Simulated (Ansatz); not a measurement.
SnS2 (model structure, from the fluorite type, Fm-3m, No. 225), treated with LDA (plane waves, PAW; Ansatz, a quantum-chemistry and plane-wave program).

The input as run:

Ansatz 0.2 input:
```yaml
crystal:
  lattice:
    - [0.0, 3.1935361707, 3.1935361707]
    - [3.1935361707, 0.0, 3.1935361707]
    - [3.1935361707, 3.1935361707, 0.0]
  atoms:
    - { symbol: Sn, position: [0.0, 0.0, 0.0] }
    - { symbol: S, position: [0.25, 0.25, 0.25] }
    - { symbol: S, position: [0.75, 0.75, 0.75] }
basis:
  ecutwfc: 520
  ecutrho_ratio: 4
  xc_grid: 2
kpoints:
  mp_grid: { grid: [16, 16, 16] }
hamiltonian:
  xc: lda
  dispersion: none
  pseudopotentials: { kind: paw }
scf:
  occupations: { method: fermi_dirac, width: 0.05 }
output:
  forces: true
  stress: true
  eigenvalues: true
relax:
  f_tol: 0.004
  escape_saddle: false
  max_steps: 80
```

Output (set-up and result lines):

```
WARN output.stress: scf.convergence.dr2_threshold = 1e-7 eV (the SCF's general default) is looser than the 3e-10 eV advised for a printed stress (1e-10 eV for …
Relaxation: its limit of steps is 80 (relax.max_steps)
Crystal: 3 atoms, lattice volume = 65.140 Å³
Basis set: ecut = 520 eV, 1807 PW (Γ), exchange–correlation on 72×72×72 points (8 copies of the dense FFT grid, shifted against one another)
Bands: 17, of which v1, the nominal top of the filled ones, is band 13 counted from 1 (12 counted from 0)
Symmetry: 48 space group operations
Space group: Fm-3m (ITA 225), of the structure as read, at distance tolerance 4.0e-5 Å
k-points: 145 of 4096
Functional: x = slater, c = lda
SCF iter   1: F=—  HF=-7618.309205 eV  |F-HF|=—  |Δ(HF+E_count)|=         —  Δρ=7.76e-3  dr2=3.26e-2
SCF iter   2: F=—  HF=-7618.300157 eV  |F-HF|=—  |Δ(HF+E_count)|=   9.05e-3  Δρ=2.39e-3  dr2=7.62e-3
  ...
SCF iter   5: F=—  HF=-7618.297196 eV  |F-HF|=—  |Δ(HF+E_count)|=   3.94e-6  Δρ=1.94e-5  dr2=1.33e-7
SCF iter   6: F=-7618.297196 eV  HF=-7618.297196 eV  |F-HF|=8.02e-10  |Δ(HF+E_count)|=   1.34e-8  Δρ=2.47e-6  dr2=2.01e-9
SCF 1 converged in 6 iterations: F = -7618.297196 eV  dr2 = 2.01e-9
SCF converged after 6 iterations
Free energy (F): -7618.297196 eV
Internal energy: -7618.272263 eV  (E = F + TS)
E sigma→0 (E₀):  -7618.284730 eV
Fermi energy:    7.728122 eV
--- Stress (GPa, compression-positive) ---
       -1.405878       0.000000      -0.000000
        0.000000      -1.405878      -0.000000
       -0.000000      -0.000000      -1.405878
  P = ⅓ Tr σ = -1.4059 GPa (-14.059 kbar)
```

The cell is one volume of an energy–volume scan, off the minimum.

The PAW data were made under PBE.

Note: the cell keeps the symmetry of its start, so it can be a saddle point.

Computing time: roughly 11 core-seconds.

A model structure was made by putting elements into a prototype or built by hand; it is no filed structure, need not be a known phase, and can be a saddle point held by its symmetry.
